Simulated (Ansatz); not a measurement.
Na_Cl (rock-salt NaCl host)

Level of theory: PBE, PAW (plane waves to 420 eV; Ansatz, an electronic-structure program). Cell: 64 sites, 2×2×2 repeats of a cell of 8 atoms; final energies on a 2×2×2 shifted mesh. Site at the start: the Cl site. Finite-size correction: monopole term and site-potential alignment. Dielectric constants: PBE linear response of the host. Host gap at this level: 4.99 eV. Finite-size and sampling errors can reach tenths of an eV here. The semilocal functional narrows the gap, so deep levels can fall outside it. Spin–orbit coupling is left out. Each state is the lowest found from its start.

Formation energies E_f are given with the Fermi level at the valence-band maximum. Chemical conditions: Cl-rich (Δμ(Cl) = 0.00 eV, Δμ(Na) = -3.70 eV; only phases computed here count, gases as isolated molecules at 0 K); Na-rich (Δμ(Cl) = -3.70 eV, Δμ(Na) = 0.00 eV; only phases computed here count, gases as isolated molecules at 0 K). Reference phases: Cl: Cl2 molecule in a box, Na: bcc Na.

In at least one state atoms left their starting sites on relaxation (a large move, or an atom on the emptied site), so the name describes the start.

Charges with a result: +4, +3, +2, +1, 0. Others weren't obtained, and one of them could lie lower, also by skipping a charge.

```json
[
 {"charge": "+4†", "moment (μB)": "not spin-polarised", "point group": "–", "largest move off a lattice site (Å)": "1.80", "image correction with alignment (eV)": "3.04", "E_f, Cl-rich (eV)": "–", "E_f, Na-rich (eV)": "–"},
 {"charge": "+3*", "moment (μB)": "fractional", "point group": "–", "largest move off a lattice site (Å)": "1.82", "image correction with alignment (eV)": "–", "E_f, Cl-rich (eV)": "–", "E_f, Na-rich (eV)": "–"},
 {"charge": "+2", "moment (μB)": "not spin-polarised", "point group": "C3v", "largest move off a lattice site (Å)": "1.79", "image correction with alignment (eV)": "0.95", "E_f, Cl-rich (eV)": "2.30", "E_f, Na-rich (eV)": "-5.09"},
 {"charge": "+1", "moment (μB)": "1.0", "point group": "C3v", "largest move off a lattice site (Å)": "1.56", "image correction with alignment (eV)": "0.21", "E_f, Cl-rich (eV)": "5.20", "E_f, Na-rich (eV)": "-2.19"},
 {"charge": "0", "moment (μB)": "not spin-polarised", "point group": "C3v", "largest move off a lattice site (Å)": "1.28", "image correction with alignment (eV)": "0.01", "E_f, Cl-rich (eV)": "9.23", "E_f, Na-rich (eV)": "1.84"}
]
```

* At this level the carrier isn't localised at the defect: at charge +3 holes occupy the valence band. Such a state is shallow or no state of the defect, and this cell gives it no level.

† Not settled in this cell, so no level is given: charge +4: a level filled in part, carriers not clearly localised, level within 0.1 eV of a band edge or past it, an image correction of 3.0 eV.

Point groups are those of the whole cell at tolerances of 0.03 and 0.1 Å ("near" where only the looser one holds); none is given for unsettled states.

Transition levels above the valence-band maximum: ε(+2/+1) = 2.90 eV; ε(+1/0) = 4.03 eV. With a charge missing or unsettled, these needn't be thermodynamic levels.

Flagged in the runs: a doubtful potential alignment.

All states together cost very roughly 3 core-hours.
